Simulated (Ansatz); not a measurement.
# Defect calculation: Ge on the Al site + N vacancy (Ge_Al+V_N) in wurtzite AlN

Calculation: PBE, PAW (plane waves to 420 eV; Ansatz, a first-principles code). Cell: 96 sites, 3×2×2; final energies on a 2×2×2 shifted mesh. Sites at the start: the Al site; N 1.91 Å away, along c. Energies of charged states are corrected for periodic images (point charge plus alignment at distant sites). Dielectric constants: PBE linear response of the host. Host gap at this level: 4.03 eV. These values are not converged in cell size to better than tenths of an eV. Levels are measured in PBE's own, too narrow, gap. Spin–orbit coupling is left out. Each state is the lowest found from its start.

Formation energies E_f are given with the Fermi level at the valence-band maximum. Chemical conditions: N-rich (Δμ(Al) = -2.74 eV, Δμ(N) = 0.00 eV, Δμ(Ge) = -0.009 eV, bounded by Ge3N4 (P31c); only phases computed here count, gases as isolated molecules at 0 K). Reference phases: Al: fcc Al, Ge: germanium, N: N2 molecule in a box.

```tsv
charge	moment (μB)	largest move off a lattice site (Å)	image correction with alignment (eV)	E_f, N-rich (eV)
+2	not spin-polarised	0.19	0.89	0.73
+1	1.0	0.09	0.24	2.73
0†	not spin-polarised	0.12	0.00	5.10
−1	1.0	0.21	0.18	8.74
```

† Not settled in this cell, so no level is given: charge 0: no spin-polarised start tried.

Transition levels above the valence-band maximum: ε(+2/+1) = 1.99 eV. With a charge missing or unsettled, these needn't be thermodynamic levels.

Flagged in the runs: a host whose relaxation on this sampling wasn't shown to rest, a strain field that reaches the edge of the cell.

All states together cost about 2.2 core-hours (a rough figure).
